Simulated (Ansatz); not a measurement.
Base system: AlRh in the CsCl type structure (space group Pm-3m, No. 221; a = 2.972 Å; a cell from a computed database, its experimental status unchecked; relaxed with 0.1 eV smearing). Axes: x, y, z lie along the cube axes.

Computed with PBEsol (Ansatz, an electronic-structure program; PAW; 420 eV plane waves; no spin-orbit coupling).

Strains are applied to the cell and any free atomic positions relax; under biaxial strain the out-of-plane vector relaxes too.

One change was made to it. Results:

```json
[
 {"quantity": "pressure", "base": "0.0 GPa", "after": "25.7 GPa"},
 {"quantity": "energy relative to the base (free energy F)", "base": "0 meV/atom", "after": "+90 meV/atom"},
 {"quantity": "band gap", "base": "zero", "after": "zero"}
]
```

Q: Name the change that was made.
A. uniaxial strain ε_zz = +1.31 %
B. uniaxial strain ε_zz = −1.43 %
C. biaxial strain +4.49 %, plane normal [110], relaxed out of plane
D. isotropic strain −3.20 %

A: D, isotropic strain −3.20 %. For comparison, the energy relative to the base in the other runs: uniaxial strain ε_zz = +1.31 % gives +2.1 meV/atom; biaxial strain +4.49 %, plane normal [110], relaxed out of plane gives +53 meV/atom; uniaxial strain ε_zz = −1.43 % gives +2.9 meV/atom.

Stability against distortions was not tested. All final runs are without spin polarisation.
